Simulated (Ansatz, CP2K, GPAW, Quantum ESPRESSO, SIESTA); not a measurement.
**Code comparison for Ni₃Sn₄ (C2/m, 7 atoms in the cell)**

Self-consistent single point.

```yaml
crystal:
  lattice:
    - [6.10508, -2.02729, 0.00000]
    - [6.10508, 2.02729, 0.00000]
    - [-1.34749, 0.00000, 5.01816]
  atoms:
    - { symbol: Ni, position: [0.00000, 0.00000, 0.00000] }
    - { symbol: Ni, position: [0.78416, 0.78416, 0.66356] }
    - { symbol: Ni, position: [0.21584, 0.21584, 0.33644] }
    - { symbol: Sn, position: [0.57265, 0.57265, 0.31357] }
    - { symbol: Sn, position: [0.42735, 0.42735, 0.68643] }
    - { symbol: Sn, position: [0.82788, 0.82788, 0.18744] }
    - { symbol: Sn, position: [0.17212, 0.17212, 0.81256] }
```

Shared settings, as Ansatz (a first-principles code) writes them: kpoints.mp_grid.grid = 4 4 3; scf.occupations.method = fermi_dirac; scf.occupations.width = 0.1 eV. Potentials and cutoffs stand in the table.

```json
[
 {"code": "Quantum ESPRESSO", "model": "LDA (PZ), GBRV 1.5 ultrasoft (LDA) pseudopotentials", "pressure (GPa)": "-7.06", "largest force (eV/Å)": "0.172", "cutoff": "50 Ry"},
 {"code": "SIESTA", "model": "LDA PW92, numerical atomic orbitals DZP, PseudoDojo LDA standard norm-conserving potentials (rewritten from UPF to PSML)", "pressure (GPa)": "-4.42", "largest force (eV/Å)": "0.121", "cutoff": "grid 400 Ry"},
 {"code": "CP2K", "model": "LDA (Pade form), GPW, DZVP-MOLOPT-SR-GTH basis, GTH-PADE potentials (GTH_POTENTIALS)", "pressure (GPa)": "-5.19", "largest force (eV/Å)": "0.146", "cutoff": "grid 600 Ry"},
 {"code": "Ansatz", "model": "LDA (PW92), PAW files made with PBE", "pressure (GPa)": "-5.22", "largest force (eV/Å)": "0.188", "cutoff": "default"},
 {"code": "GPAW", "model": "LDA (Perdew-Wang 92), GPAW PAW datasets LDA (gpaw-data 1.0.1)", "pressure (GPa)": "-5.44", "largest force (eV/Å)": "0.166", "cutoff": "850 eV"}
]
```

Size of the force on each atom (eV/Å): Sizes of forces hide their directions.

| code | Ni1 | Ni2 | Ni3 | Sn4 | Sn5 | Sn6 | Sn7 |
|---|---|---|---|---|---|---|---|
| Quantum ESPRESSO | 0.000 | 0.049 | 0.049 | 0.172 | 0.172 | 0.036 | 0.036 |
| SIESTA | 0.000 | 0.066 | 0.066 | 0.097 | 0.097 | 0.121 | 0.121 |
| CP2K | 0.000 | 0.146 | 0.146 | 0.061 | 0.061 | 0.056 | 0.056 |
| Ansatz | 0.000 | 0.048 | 0.048 | 0.188 | 0.188 | 0.035 | 0.035 |
| GPAW | 0.000 | 0.034 | 0.034 | 0.166 | 0.166 | 0.032 | 0.032 |

On Ansatz's run: spin polarisation is off.

The spread over the programs that give each value: pressure within 2.64 GPa; largest force within 0.067 eV/Å.

SIESTA and CP2K use small atom-centred bases, whose incompleteness enters pressures, forces and empty levels differently from a plane-wave cutoff. Ansatz's pressure is given at a fixed set of plane waves, as the other plane-wave codes print theirs. The same LDA comes in different parametrisations, which differ slightly. In the pressure, Quantum ESPRESSO (by 1.61) and SIESTA (by 1.02) lie more than 1 GPa from the median of the plane-wave programs. In the force vectors, SIESTA (by 0.108) and CP2K (by 0.113) lie more than 0.08 eV/Å from the median of the plane-wave programs.

The shared mesh is coarse (it stands for a supercell whose shortest vector is 16 Å), so the values are not converged in it.

The starting cell comes from a database of computed structures (which also holds hypothetical and non-ambient phases and stackings), without a prior relaxation at this level.

Left out of this page: Elk (not drawn, or without a comparable value).

Keys are those of Ansatz 0.2.
